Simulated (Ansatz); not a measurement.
Start from Rb in the bcc (W type) structure (space group Im-3m, No. 229; a = 5.571 Å).

Calculations: plane-wave PAW DFT at the PBEsol level (Ansatz, an electronic-structure program, 420 eV), no SOC.

Base values:

The lattice parameter a comes out as 5.571 Å.

Perturbation: a hydrostatic pressure of 5 GPa.

Task: What happens to the lattice parameter a?

Result: The lattice parameter a decreases by 1.009 Å (5.571 Å → 4.562 Å).

Load acts through the strain it causes; cell and atoms are relaxed under it. Stability against distortions was not tested. No other phases were tried under pressure. The final runs are not spin-polarised.
